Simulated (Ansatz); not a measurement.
# S (space group P3_221, No. 154; a cell from a computed database, its experimental status unchecked; made of chains)

S is taken in the trigonal space group P3₂21 (No. 154), Pearson symbol hP9. Lattice parameters: a = 7.5652 Å, b = 7.5652 Å, c = 4.3648 Å, α = 90.00°, β = 90.00°, γ = 120.00°. S1 on 3b sees 2 S at 2.072 Å (bent). S2 on 6c has 2 S at 2.064 Å (bent). (Neighbours: up to the widest gap in distance over summed covalent radii, below 1.35, at either atom.)

Level of theory: PBEsol, PAW, 420 eV (Ansatz, a quantum-chemistry and plane-wave program; no spin-orbit coupling). Γ-centred 5×5×8 mesh, Fermi–Dirac width 0.05 eV.

| Quantity | Result |
|---|---|
| Volume per atom | 24.04 Å³ |
| Density | 2.22 g/cm³ |
| Band gap | 1.85 eV, indirect, H → L |
| Hole mass | 1.1 mₑ along c, 1.3 mₑ across |
| Total energy | -884.865 eV/atom (σ→0; compares only within this code and set-up) |

Masses are band curvatures over ±0.01 Å⁻¹ around the edge. No phonon test of stability was made. No dispersion term is included in the PBEsol runs. This is not the structure that S has at room temperature and ambient pressure.
